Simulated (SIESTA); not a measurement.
# Worked example: self-consistent single point of the (001) slab of Ga (cut from a parent of space group no. 64; 4 atoms in the cell) in SIESTA

Level of theory: SIESTA with GGA PBEsol, numerical atomic orbitals DZP, PseudoDojo PBEsol standard norm-conserving potentials (rewritten from UPF to PSML).

Input:

```
# files in the folder: Ga.psml (PseudoDojo PBEsol standard)
SystemName  Ga
SystemLabel ga

NumberOfAtoms                4
NumberOfSpecies              1
%block ChemicalSpeciesLabel
  1 31 Ga
%endblock ChemicalSpeciesLabel
LatticeConstant              1.0 Ang
%block LatticeVectors
     4.424842000    0.000000000    0.000000000
    -6.564111000    3.873340000    0.000000000
     0.000000000    0.000000000   17.777188000
%endblock LatticeVectors
AtomicCoordinatesFormat      Ang
%block AtomicCoordinatesAndAtomicSpecies
    -5.547330206    3.273359634   10.777189122  1
    -4.298836294    2.536650366    8.523486113  1
    -2.265274706    1.336689634    9.253701887  1
    -1.016780794    0.599980366    6.999998878  1
%endblock AtomicCoordinatesAndAtomicSpecies

XC.functional                GGA
XC.authors                   PBEsol
PAO.BasisSize                DZP
PAO.EnergyShift              0.01 Ry
MeshCutoff                   400 Ry
%block kgrid.MonkhorstPack
    7   0   0  0.0
    0   7   0  0.0
    0   0   1  0.0
%endblock kgrid.MonkhorstPack
OccupationFunction           MP
OccupationMPOrder            0
ElectronicTemperature        0.1 eV

MaxSCFIterations             150
SCF.Mixer.Method             Pulay
SCF.Mixer.Weight             0.25
SCF.Mixer.History            8
SCF.DM.Tolerance             1.0E-04
Diag.ParallelOverK           true
WriteForces                  true
Charge.Mulliken              end
```

The program printed (abridged):

```
reinit: Reading from file input.fdf

reinit: System Name: Ga
reinit: System Label: ga

coor:   Atomic-coordinates input format  =     Cartesian coordinates
coor:                                          (in Angstroms)

siesta: Atomic coordinates (Bohr) and species
siesta:    -10.48293   6.18575  20.36594  1        1
siesta:     -8.12362   4.79357  16.10705  1        2
siesta:     -4.28075   2.52598  17.48696  1        3
siesta:     -1.92144   1.13380  13.22808  1        4

siesta: System type = slab

initatomlists: Number of atoms, orbitals, and projectors:      4    72    72

siesta: ******************** Simulation parameters ****************************
redata: Spin configuration                          = none
redata: Time-Reversal Symmetry                      = T
redata: Number of Atomic Species                    =        1
redata: Mesh Cutoff                                 =   400.0000 Ry
redata: Net charge of the system                    =     0.0000 |e|
redata: Min. number of SCF Iter                     =        0
redata: Max. number of SCF Iter                     =      150
redata: SCF convergence failure will abort job
redata: SCF mix quantity                            = Hamiltonian
redata: Mix DM or H after convergence               =   F
redata: Recompute H after scf cycle                 =   F
redata: Mix DM in first SCF step                    =   T
redata: No kicks to SCF
redata: DM Mixing Weight for Kicks                  =     0.5000
redata: Require Harris convergence for SCF          =   F
redata: Harris energy tolerance for SCF             =     0.000100 eV
redata: Require DM convergence for SCF              =   T
redata: DM tolerance for SCF                        =     0.000100
redata: Require EDM convergence for SCF             =   F
redata: EDM tolerance for SCF                       =     0.001000 eV
redata: Require H convergence for SCF               =   T
   [... lines left out ...]
diag: Used triangular part                          = Lower
diag: Absolute tolerance                            =  0.100E-15
diag: Orthogonalization factor                      =  0.100E-05
diag: Memory factor                                 =  1.0000

superc: Internal auxiliary supercell:     9 x     5 x     1  =      45
superc: Number of atoms, orbitals, and projectors:    180   3240   3240

                        Single-point calculation

superc: Internal auxiliary supercell:     9 x     5 x     1  =      45
superc: Number of atoms, orbitals, and projectors:    180   3240   3240

outcell: Unit cell vectors (Ang):
        4.424842    0.000000    0.000000
       -6.564111    3.873340    0.000000
        0.000000    0.000000   17.777188

outcell: Cell vector modules (Ang)   :    4.424842    7.621700   17.777188
outcell: Cell angles (23,13,12) (deg):     90.0000     90.0000    149.4561
outcell: Cell volume (Ang**3)        :    304.6818
new_DM -- step:     1
Initializing Density Matrix...

Attempting to read DM from file... Failed...
DM filled with atomic data:

InitMesh: MESH = 54 x 80 x 300 = 1296000
InitMesh: Mesh cutoff (required, used) =   400.000   411.620 Ry

stepf: Methfessel-Paxton step function
       Using Hermite-Gauss polynomials of order  0
        iscf     Eharris(eV)        E_KS(eV)     FreeEng(eV)     dDmax    Ef(eV) dHmax(eV)
   scf:    1    -8303.774062    -8303.492669    -8303.506076  0.750142 -3.561437  3.076732
   scf:    2    -8303.812607    -8303.665772    -8303.680493  0.076926 -3.622373  2.041565
   scf:    3    -8303.819056    -8303.745775    -8303.760746  0.061960 -3.736538  1.030043
   scf:    4    -8303.800388    -8303.776490    -8303.791682  0.067288 -3.837444  0.111006
   scf:    5    -8303.777301    -8303.777011    -8303.792288  0.011977 -3.813163  0.042276
   scf:    6    -8303.777030    -8303.777078    -8303.792239  0.003760 -3.789837  0.070301
   scf:    7    -8303.777121    -8303.777125    -8303.792332  0.002506 -3.799302  0.003009
   scf:    8    -8303.777129    -8303.777127    -8303.792332  0.000109 -3.798702  0.001160
   scf:    9    -8303.777128    -8303.777127    -8303.792332  0.000032 -3.798497  0.000331
SCF Convergence by DM+H criterion
max |DM_out - DM_in|         :     0.0000317024
max |H_out - H_in|      (eV) :     0.0003307370
SCF cycle converged after 9 iterations

Using DM_out to compute the final energy and forces

siesta: E_KS(eV) =            -8303.7771

siesta: E_KS - E_eggbox =     -8303.7771

siesta: Atomic forces (eV/Ang):
     1   -0.196690    0.115218   -0.053437
     2   -0.078627    0.046754   -0.560774
     3    0.078632   -0.046756    0.560730
     4    0.196686   -0.115216    0.053481
   Tot    0.000000   -0.000000   -0.000000
   Max    0.560774
   Res    0.250875    sqrt( Sum f_i^2 / 3N )
   Max    0.560774    constrained

Stress tensor Voigt[x,y,z,yz,xz,xy] (kbar):        7.47        9.68       -1.11       -2.12        3.60        1.82
(Free)E + p*V (eV/cell)    -8304.8090
Target enthalpy (eV/cell)    -8303.7923

siesta: Program's energy decomposition (eV):
siesta: Ebs     =      -829.796022
siesta: Eions   =      9038.608659
siesta: Ena     =       277.909140
siesta: Ekin    =      6827.566850
siesta: Enl     =     -4147.515057
siesta: Eso     =         0.000000
siesta: Edftu   =         0.000000
siesta: DEna    =        26.687028
siesta: DUscf   =         0.858766
siesta: DUext   =         0.000000
siesta: Ex      =     -2122.880349
siesta: Ec      =      -127.794847
siesta: Exc     =     -2250.675196
siesta: Eharris =     -8303.777128
siesta: Etot    =     -8303.777127
siesta: FreeEng =     -8303.792332

siesta: Atomic forces (eV/Ang):
siesta:      1   -0.196690    0.115218   -0.053437
siesta:      2   -0.078627    0.046754   -0.560774
siesta:      3    0.078632   -0.046756    0.560730
siesta:      4    0.196686   -0.115216    0.053481
siesta: ----------------------------------------
siesta:    Tot    0.000000   -0.000000   -0.000000

siesta: Stress tensor (static) (eV/Ang**3):
siesta:     0.004664    0.001133    0.002245
siesta:     0.001133    0.006042   -0.001324
siesta:     0.002245   -0.001324   -0.000695

siesta: Cell volume =        304.681759 Ang**3

siesta: Pressure (static):
siesta:                Solid            Molecule  Units
   [... lines left out ...]
siesta:          -5.34614136         -8.19042555  kBar
   [... lines left out ...]

mulliken: Atomic and Orbital Populations:

Species: Ga
Atom  Qatom  Qorb
               4s      4s      4py     4pz     4px     4py     4pz     4px
               3dxy    3dyz    3dz2    3dxz    3dx2-y2 4dxy    4dyz    4dz2
               4dxz    4dx2-y2
   1 12.865   1.379   0.188   0.269   0.314   0.241   0.167   0.096   0.097
              2.001   1.997   2.004   2.000   2.001   0.039   0.009   0.017

              0.014   0.032
   2 13.135   1.270   0.134   0.056   0.125   0.134   0.415   0.337   0.374
              2.004   2.003   2.008   2.003   2.008   0.039   0.077   0.056

              0.050   0.042
   3 13.135   1.270   0.134   0.056   0.125   0.134   0.415   0.337   0.374
              2.004   2.003   2.008   2.003   2.008   0.039   0.077   0.056

              0.050   0.042
   4 12.865   1.379   0.188   0.269   0.314   0.241   0.167   0.096   0.097
              2.001   1.997   2.004   2.000   2.001   0.039   0.009   0.017

              0.014   0.032

mulliken: Qtot =       52.000

Mulliken Atomic Populations:
Atom #   charge [q] valence [e]  Species
     1     0.134622   12.865378  Ga
     2    -0.134624   13.134624  Ga
     3    -0.134625   13.134625  Ga
     4     0.134627   12.865373  Ga
 Total    -0.000000

siesta: Electric dipole (a.u.)  =   -0.000000   -0.000000   -0.000024
siesta: Electric dipole (Debye) =   -0.000000   -0.000000   -0.000060
```

The run converged in 9 iterations.

The starting cell has typed, rounded lattice constants, without a prior relaxation at this level. The slab is cut from that crystal, and its faces are unrelaxed. Its lattice was rescaled by up to half a per cent. Values carry the incompleteness of an atom-centred basis.

Cost on one core of a shared machine: roughly 90 s.
